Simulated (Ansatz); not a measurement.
Input and output of a relaxation of the atoms for HfPd2 (I4mm, 3 atoms in the cell) (Ansatz, a quantum-chemistry and plane-wave program).

Level of theory: LDA (PW92), default PAW files made with PBE (plane waves; Ansatz).

The change in words: one atom moved by 0.15 angstrom; relax: default → atoms; relax.f_tol: default → 0.001 eV/Å. Reference geometry:
```
CELL_PARAMETERS angstrom
     -1.69453     1.69453     4.34401
      1.69453    -1.69453     4.34401
      1.69453     1.69453    -4.34401
ATOMIC_POSITIONS crystal
  Hf 0.00000 0.00000 0.00000
  Pd 0.33903 0.33903 0.00000
  Pd 0.66097 0.66097 0.00000
```

Reference input (self-consistent single point, DFT, LDA (PW92), plane waves, default PAW files made with PBE): basis.ecutwfc = 420 eV; kpoints.mp_grid.grid = 14 14 14; hamiltonian.xc = lda; hamiltonian.pseudopotentials = {kind: paw} (the program's default PAW files); scf.occupations.method = fermi_dirac; scf.occupations.width = 0.1 eV. This run's input differs from it in these lines:

```diff
@@ -7,3 +7,3 @@
   atoms:
-    - { symbol: Hf, position_ang: [0.000000, 0.000000, 0.000000] }
+    - { symbol: Hf, position_ang: [0.000000, -0.000000, 0.149999] }
     - { symbol: Pd, position_ang: [0.000000, -0.000000, 2.945502] }
@@ -19,2 +19,4 @@
   occupations: { method: fermi_dirac, width: 0.1 eV }
+relax:
+  f_tol: 0.001
 output:
```

Log, with long lists cut:

```
   [... SCF lines of the steps left out ...]
relax step   1: F+E_penalty+E_count = -29168.40518746 eV  Δ(F+E_penalty+E_count) = +0.000e0 eV  max|allowed force component| = 1.053e0 eV/Å  Δτ_max = 0.0000 Å  (7 SCF iters, dr2 threshold 1.00e-7 eV, accepted)
relax step   2: F+E_penalty+E_count = -29168.47655432 eV  Δ(F+E_penalty+E_count) = -7.137e-2 eV  max|allowed force component| = 2.930e-1 eV/Å  Δτ_max = 0.1287 Å  (7 SCF iters, dr2 threshold 6.93e-5 eV, accepted)
relax step   3: F+E_penalty+E_count = -29168.48340247 eV  Δ(F+E_penalty+E_count) = -6.848e-3 eV  max|allowed force component| = 2.966e-3 eV/Å  Δτ_max = 0.0288 Å  (6 SCF iters, dr2 threshold 5.37e-6 eV, accepted)
relax step   4: F+E_penalty+E_count = -29168.48340392 eV  Δ(F+E_penalty+E_count) = -1.445e-6 eV  max|allowed force component| = 3.035e-3 eV/Å  Δτ_max = 0.0000 Å  (6 SCF iters, accepted)
relax step   5: F+E_penalty+E_count = -29168.48340448 eV  Δ(F+E_penalty+E_count) = -5.675e-7 eV  max|allowed force component| = 5.020e-4 eV/Å  Δτ_max = 0.0003 Å  (6 SCF iters, accepted)
the relaxation is at rest under the 8 symmetry operations that the run kept from its start: a minimum is not shown …
Free energy (F): -29168.483404 eV
Internal energy: -29168.427285 eV  (E = F + TS)
E sigma→0 (E₀):  -29168.455345 eV
Entropy (-TS):   -0.056119 eV (-18.706 meV/atom)
Fermi energy:    20.558240 eV
--- Forces (eV/Å), atoms counted from 1 ---
  atom   1  Hf    -0.00000000    -0.00000000    -0.00008918
  atom   2  Pd     0.00000000     0.00000000     0.00049524
  atom   3  Pd    -0.00000000    -0.00000000    -0.00042637
--- Stress (GPa, compression-positive) ---
       -5.965453       0.000000       0.000000
        0.000000      -5.965453       0.000000
   [... lines left out ...]
  F+E_penalty+E_count = -29168.48340448 eV   max|allowed force component| = 5.020e-4 eV/Å
  atoms:
    - { symbol: Hf, position: [0.005755834375673612, 0.005755834375673612, -1.5722362646276026e-33] }
    - { symbol: Pd, position: [0.3446783716684775, 0.3446783716684775, 1.55329365902968e-33] }
    - { symbol: Pd, position: [0.6668308165823874, 0.6668308165823874, 1.89426055979229e-35] }
```

The run converged.  The full log also holds: “iter 5 did not close the SCF: its close was put off for the readings that it lacked (scf_convergence_deferred on its scf_iter line)”. The full log also holds: “iter 5 did not close the SCF: its close was put off for the readings that it lacked (scf_convergence_deferred on its scf_iter line)”.

Summary of the result:
Free energy E − TS (on the zero of these files): -29168.4834 eV
Fermi level (on the code's own zero): 20.56 eV
Pressure: -6.41 GPa
Relaxation steps: 5

The starting cell comes from a database of computed structures (which also holds hypothetical and non-ambient phases and stackings), without a prior relaxation at this level. Its lattice was rescaled by up to half a per cent. For this run, on top of that: one atom moved by 0.15 angstrom. Spin polarisation is off. The relaxation keeps the symmetry of its start, so its end need not be a minimum. Ansatz's pressure includes its estimate of the finite-basis (Pulay) stress.

Cost on one core of a shared machine: roughly 3 min.

Keys are those of Ansatz 0.2.
